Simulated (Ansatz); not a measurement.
```
CELL_PARAMETERS angstrom
      4.47139     0.00000     0.00000
      0.00000     4.47139     0.00000
      0.00000     0.00000     3.15347
ATOMIC_POSITIONS crystal
  Ir 0.50000 0.50000 0.50000
  Ir 0.00000 0.00000 0.00000
  O  0.69121 0.69121 0.00000
  O  0.30879 0.30879 0.00000
  O  0.80879 0.19121 0.50000
  O  0.19121 0.80879 0.50000
```

Method: PBEsol, DFPT electron-phonon coupling, linearised Boltzmann equation (plane waves, PAW, scalar-relativistic; Ansatz, an electronic-structure program). Geometry: relaxed with this functional, without spin-orbit coupling.

**Question.** Estimate the phonon-limited resistivity at 300 K, by direction if it differs.

**Answer.** 7.0 (x), 7.0 (y), 11.3 (z) μΩ·cm.

**Question.** And the electrons' mean free path at that temperature?

**Answer.** 17.3 (x), 17.3 (y), 14.2 (z) nm, weighted by the current that each state carries. Wires not much wider than this gain resistivity from their walls.

A metal at this level (no band gap). Only scattering by harmonic phonons is included (no impurities, grain boundaries, electron-electron scattering or thermal expansion). Spin-orbit coupling is left out, which matters with elements this heavy. The run warned that the eigensolver left some states short of its tolerance. Halving the electron mesh (20x20x28) moves the resistivity by up to 3 % at 300 K, the mean free path by up to 3 %. Smearing 0.20 eV; phonons on a 3x3x4 q mesh, which this run doesn't test.
